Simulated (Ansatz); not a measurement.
An Ansatz (a quantum-chemistry and plane-wave program) input (LDA/PAW in Ansatz, scalar-relativistic without spin-orbit coupling):

Ansatz 0.2 input:
```yaml
crystal:
  lattice:
    - [2.5500560609, 0, 0]
    - [1.2750280304, 2.2084133298, 0]
    - [1.2750280304, -0.7361377766, 2.0059372236]
  atoms:
    - { symbol: Cu, position: [0, 0, 0] }
basis: { ecutwfc: 420, ecutrho_ratio: 4, xc_grid: 2, fft_grid_basis: typed }
kpoints: { mp_grid: { grid: [32, 32, 32] } }
hamiltonian:
  xc: lda
  dispersion: none
  pseudopotentials: { kind: paw }
scf: { occupations: { method: fermi_dirac, width: 0.1 } }
relax: { f_tol: 0.005, max_steps: 50, cell: { stress_tol: 0.01, fix: [a, b, gamma] } }
output: { forces: true, stress: true }
checkpoint: { write: state.ck, write_every: 1000 }
```

Q: Which symmetry and how many k-points will the program report, and about how many plane waves at Γ?

A: Space group R-3m (ITA 166) with 12 operations, k-points 3009 of 32768, and 229 plane waves at Γ.

Q: And the final pressure?

A: -4.92 GPa (compression positive).

The cells carry an imposed strain or load. Whether these cells are dynamically stable was not tested. The final runs are not spin-polarised. The cell was made from Cu in the fcc (Cu type) structure (space group Fm-3m, No. 225) by this change: biaxial strain +2.50 %, plane normal [111], relaxed out of plane.
